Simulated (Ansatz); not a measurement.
The reference is Ru in the hcp (Mg type) structure (space group P6_3/mmc, No. 194; a = 2.705 Å, c = 4.260 Å). Axes: x lies along a and z along c of the hexagonal cell.

Method: DFT with r2SCAN, PAW potentials and a 500 eV plane-wave cutoff in Ansatz (a quantum-chemistry and plane-wave program), spin-orbit coupling left out.

For the base:

```
Quantity           Result
---------------  --------
Pressure          0.0 GPa
Volume per atom  13.49 Å³
```

Modification: compressive biaxial strain of 0.89 % in the plane normal to [001], as in epitaxy on a mismatched substrate; the out-of-plane cell vector and the atoms relax.

### Question
Estimate the effect on the pressure and volume per atom.

### Answer
The pressure (mean of the normal stresses, compression positive) goes from zero to 4.4 GPa; the volume per atom drops by 0.176 Å³ to 13.32 Å³.

Without a gap, meshes like the base's 20×20×11 leave anisotropic stresses uncertain by several tenths of a GPa, and small strain energies with them. Stability against distortions was not tested. All final runs are without spin polarisation.
